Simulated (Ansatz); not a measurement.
## Resistivity of Ag (Fm-3m) against temperature

Phonon-limited resistivity of Ag (Fm-3m), the mean of three axes that agree within 2 %; conventional cell a = 4.053 Å, b = 4.053 Å, c = 4.053 Å, α = 90.00°, β = 90.00°, γ = 90.00°, held at all temperatures. Computed with PBEsol, DFPT electron-phonon coupling, linearised Boltzmann equation (plane waves, PAW, scalar-relativistic; Ansatz, a quantum-chemistry and plane-wave program). Geometry: relaxed with this functional, without spin-orbit coupling. The complete rows start at 200 K or above; rows over 80 μΩ·cm, or moving by over 2.5 % with the electron mesh, are left out.

Here T stands for T and ρ for ρ.

```
T (K)  ρ (μΩ·cm)
-----  ---------
100            ?
200         1.06
250         1.35
273         1.49
300         1.64
350         1.93
400         2.21
500         2.78
```

Problem. Fit ρ against T with a straight line, and predict the withheld value at T = 100.

Solution. With u = T - 325, the rows have u = -125.00, -75.00, -52.00, -25.00, 25.00, 75.00, 175.00. Means: u -0.28571, ρ 1.780. About the means, the sum of products is 351.83 and the sum of squares of u is 61453; the slope is their ratio. Least squares gives ρ = 1.782 + 0.005725·u. Residuals (row less fit): -0.006, -0.003, 0.006, 0.001, 0.005, -0.001, -0.004; standard error 0.005 (degrees of freedom: 5). At 300 K the line gives a temperature coefficient (1/ρ)·dρ/dT of about 3.5 × 10⁻³ per K; a resistivity strictly proportional to T would have 3.3 × 10⁻³. At the withheld row, u = -225.00, so ρ = 1.782 + 0.005725 × (-225.00) = 0.494 μΩ·cm. The calculation gives 0.44 μΩ·cm, 0.054 μΩ·cm below the prediction (2.3 % of the range of ρ in the table). The row lies outside the fitted rows, so this is an extrapolation. From the scatter of the fitted rows alone, a prediction at this place has a standard error of 0.007 μΩ·cm, so the miss is 7.8 times that.

At 100 K ρ/T is 16 % lower than at 200 K, as phonons begin to freeze out (Bloch-Grüneisen).  Residuals can be curvature or mesh error rather than random scatter, so the standard error can understate the doubt. Series whose upper rows bend far from a line aren't tabulated.  A metal at this level (no band gap). Only scattering by harmonic phonons is included (no impurities, grain boundaries, electron-electron scattering or thermal expansion). Spin-orbit coupling is left out. Halving the electron mesh (36x36x36) moves the resistivity by up to 1 %. Smearing 0.20 eV; phonons on a 6x6x6 q mesh, which this run doesn't test and which matters most at low temperature.
